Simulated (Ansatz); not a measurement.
## Pressure series in Tl2HgSiSe4

Start from Tl2HgSiSe4 (space group I-42m, No. 121; a cell from a computed database, its experimental status unchecked).

```yaml
crystal:
  lattice:
    - [-3.95989, 3.95989, 3.34007]
    - [3.95989, -3.95989, 3.34007]
    - [3.95989, 3.95989, -3.34007]
  atoms:
    - { symbol: Tl, position: [0.50000, 0.00000, 0.50000] }
    - { symbol: Tl, position: [0.00000, 0.50000, 0.50000] }
    - { symbol: Si, position: [0.00000, 0.00000, 0.00000] }
    - { symbol: Hg, position: [0.50000, 0.50000, 0.00000] }
    - { symbol: Se, position: [0.95717, 0.62792, 0.00000] }
    - { symbol: Se, position: [0.37208, 0.37208, 0.32925] }
    - { symbol: Se, position: [0.62792, 0.95717, 0.00000] }
    - { symbol: Se, position: [0.04283, 0.04283, 0.67075] }
```

Cell and atoms are relaxed at each pressure.

Calculations: plane-wave PAW DFT at the PBEsol level (Ansatz, a quantum-chemistry and plane-wave program, 420 eV), no spin-orbit coupling.

Notes on the quantities. enthalpy: H = E + PV relative to the base's energy.

```csv
case,density,enthalpy
base,7.56 g/cm³,–
pressure −2 GPa,6.95 g/cm³,-0.34 eV/atom
pressure −1 GPa,7.28 g/cm³,-0.17 eV/atom
pressure 0.9 GPa,7.77 g/cm³,+0.15 eV/atom
pressure 2.1 GPa,8.02 g/cm³,+0.33 eV/atom
pressure 4.5 GPa,8.44 g/cm³,+0.69 eV/atom
pressure 9 GPa,9.08 g/cm³,+1.33 eV/atom
pressure 15 GPa,9.76 g/cm³,+2.11 eV/atom
pressure 22.5 GPa,10.45 g/cm³,+3.03 eV/atom
pressure 30 GPa,11.02 g/cm³,+3.89 eV/atom
```

The mesh was chosen for an insulator and is coarse for the gapless case. Load acts through the strain it causes; cell and atoms are relaxed under it. Whether these cells are dynamically stable was not tested. Competing high-pressure phases were not computed. All final runs are without spin polarisation.
